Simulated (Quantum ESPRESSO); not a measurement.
A self-consistent single point of Ga₃Sn (Fm-3m, 4 atoms in the cell) with Quantum ESPRESSO.

Level of theory: vdW-DF-cx, PseudoDojo standard norm-conserving (PBE) pseudopotentials (plane waves; Quantum ESPRESSO 7.5).

```yaml
crystal:
  lattice:
    - [0.00000, 3.53007, 3.53007]
    - [3.53007, 0.00000, 3.53007]
    - [3.53007, 3.53007, 0.00000]
  atoms:
    - { symbol: Ga, position: [0.25000, 0.25000, 0.25000] }
    - { symbol: Ga, position: [0.75000, 0.75000, 0.75000] }
    - { symbol: Ga, position: [0.50000, 0.50000, 0.50000] }
    - { symbol: Sn, position: [0.00000, 0.00000, 0.00000] }
```

Reference input (self-consistent single point, DFT, PBEsol, plane waves, PseudoDojo standard norm-conserving (PBESOL) pseudopotentials): ecutwfc = 80 Ry; occupations = smearing; smearing = gaussian; degauss = 0.0073499 Ry; potentials = {Ga: Ga.upf, Sn: Sn.upf}; K_POINTS = automatic 7 7 7 0 0 0; conv_thr = 1e-11 Ry; mixing_beta = 0.4. This run's input differs from it in these lines:

```diff
@@ -16,2 +16,3 @@
   degauss = 0.0073499
+  input_dft = 'vdw-df-cx'
 /
```

Its files differ too (potentials: PseudoDojo standard norm-conserving (PBE)).

Output (repeated stretches shortened):

```
     Self-consistent Calculation

     iteration #  1     ecut=    80.00 Ry     beta= 0.40

     Threshold (ethr) on eigenvalues was too large:
     Diagonalizing with lowered threshold

     total energy              =    -615.26399313 Ry
     estimated scf accuracy    <       0.03143429 Ry

     iteration #  2     ecut=    80.00 Ry     beta= 0.40

     total energy              =    -615.26480411 Ry
     estimated scf accuracy    <       0.00383055 Ry

     iteration #  3     ecut=    80.00 Ry     beta= 0.40

     total energy              =    -615.26603178 Ry
     estimated scf accuracy    <       0.00022068 Ry

   [... 6 blocks of this kind left out ...]

     iteration # 10     ecut=    80.00 Ry     beta= 0.40

     total energy              =    -615.26606258 Ry
     estimated scf accuracy    <          3.4E-11 Ry

     iteration # 11     ecut=    80.00 Ry     beta= 0.40
     End of self-consistent calculation

     the Fermi energy is    10.2419 ev

!    total energy              =    -615.26606258 Ry
     estimated scf accuracy    <          3.4E-12 Ry
     smearing contrib. (-TS)   =      -0.00180290 Ry
     internal energy E=F+TS    =    -615.26425968 Ry

     convergence has been achieved in  11 iterations

     Forces acting on atoms (cartesian axes, Ry/au):

     atom    1 type  1   force =     0.00000000    0.00000000    0.00000000
   [... zero for the other atoms too ...]

     Total force =     0.000000     Total SCF correction =     0.000000

          total   stress  (Ry/bohr**3)                   (kbar)     P=      -25.72
  -0.00017484  -0.00000000  -0.00000000          -25.72       -0.00       -0.00
  -0.00000000  -0.00017484   0.00000000           -0.00      -25.72        0.00
  -0.00000000   0.00000000  -0.00017484           -0.00        0.00      -25.72

   JOB DONE.
```

The run converged in 11 iterations. Against the reference run the pressure goes from -3.68 to -2.57 GPa.

The starting cell comes from a database of computed structures (which also holds hypothetical and non-ambient phases and stackings), without a prior relaxation at this level. Its lattice was rescaled by a random factor within 2.5 % of one.

Cost on one core of a shared machine: roughly 2 min.
